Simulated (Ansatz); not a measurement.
Base system: Hf$_{2}$Al$_{4}$C$_{5}$ (space group R-3m, No. 166; a = 3.3109 Å, c = 40.6766 Å (hexagonal axes); a cell from a computed database, its experimental status unchecked). Axes: x lies along a and z along c of the hexagonal cell.

Level of theory: PBEsol, PAW, 420 eV (Ansatz, an electronic-structure program; no SOC).

Strains are applied to the cell and any free atomic positions relax; under biaxial strain the out-of-plane vector relaxes too.

One change was made to it. Results:

```tsv
quantity	base	after
energy relative to the base (free energy F)	0 meV/atom	+39 meV/atom
volume per atom	11.70 Å³	12.35 Å³
pressure (mean of the normal stresses, compression positive)	0.0 GPa	-9.7 GPa
band gap	zero	zero
```

**Question.** Which of these changes matches the shifts?
A. biaxial strain +0.85 %, plane normal [001], relaxed out of plane
B. biaxial strain +3.48 %, plane normal [001], relaxed out of plane
C. uniaxial strain ε_yy = −3.88 %
D. isotropic strain +2.38 %

**Answer.** B, biaxial strain +3.48 %, plane normal [001], relaxed out of plane. For comparison, the energy relative to the base in the other runs: uniaxial strain ε_yy = −3.88 % gives +23 meV/atom; isotropic strain +2.38 % gives +34 meV/atom; biaxial strain +0.85 %, plane normal [001], relaxed out of plane gives +2.5 meV/atom.

Without a gap, meshes like the base's 13×13×13 leave anisotropic stresses uncertain by several tenths of a GPa, and small strain energies with them. Stability against distortions was not tested. The final runs are not spin-polarised.
